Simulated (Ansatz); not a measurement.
## A constructed model of the (100) surface of fcc Cu, a layer of Pd in place of the third plane (bottom of the slab: a bare face, its two planes held)

Computed with PBE (plane waves to 420 eV, PAW; Ansatz, an electronic-structure program).

Model: 6-atom slab, 9.2 Å thick at the start (thin: gaps and levels are the slab's own), 15x15x1 mesh, Fermi-Dirac 0.1 eV, dipole correction, 2 atoms held, the rest relaxed; held to the start's symmetry, so lower structures may exist; no spin, no spin-orbit, no U. In PBE it is, or lies within 0.01 eV a 1x1 cell of, the lowest of the 2 structures of its composition computed so far; larger cells were not tried.

work function of the top face: 4.50 eV
energy released by relaxation: 0.093 eV
cost: around 3.0 core-minutes (rough)
